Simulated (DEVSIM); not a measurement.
Device: Pd/SiON/p-Ge capacitor, at 400 K.

```csv
layer (left to right),material,thickness (nm),Na (cm⁻³)
1,SiON,5.70,-
2,Ge,2000,8.6e16
```

Metal gate on the left, work function 5.2 eV. Fixed charge at the semiconductor interface 0 cm⁻² (in units of +e); no interface traps.

This is a model device: material constants are rounded textbook-type values typed into the input, and sizes, dopings and lifetimes were drawn at random. Values at 300 K; Nc and Nv go as T^1.5, mobilities as T to minus their exponent, the gap by Varshni's rule with the affinity fixed.

```tsv
parameter	SiON	Ge
gap (eV)	7	0.664
affinity (eV)	1.4	4
permittivity	5.5	16
Nc (cm⁻³)	-	1.04e19
Nv (cm⁻³)	-	6e18
Varshni α (eV/K)	-	0.000477
Varshni β (K)	-	235
```

DEVSIM, 1D Poisson equation in equilibrium, Boltzmann statistics, complete ionisation; no quantum confinement or tunnelling. Metal contacts follow the ideal Schottky-Mott rule: no Fermi-level pinning, no interface dipoles.

The SiON thickness was swept, all else fixed.

```
SiON thickness (μm)  capacitance of the dielectric stack (μF/cm²)  minimum of the low-frequency capacitance (μF/cm²)  threshold voltage (band bending 2φF) (V)
-------------------  --------------------------------------------  -------------------------------------------------  ----------------------------------------
0.0023                                                       2.12                                              0.234                                      1.07
0.0031                                                       1.57                                              0.224                                      1.09
0.004                                                        1.22                                              0.216                                      1.11
0.0048                                                       1.01                                              0.210                                      1.12
0.0057                                                      0.854                                              0.200                                      1.14
0.0068                                                      0.716                                              0.192                                      1.17
```

From the first row to the last the capacitance of the dielectric stack goes from 2.12 to 0.716. From the first row to the last the minimum of the low-frequency capacitance goes from 0.234 to 0.192.
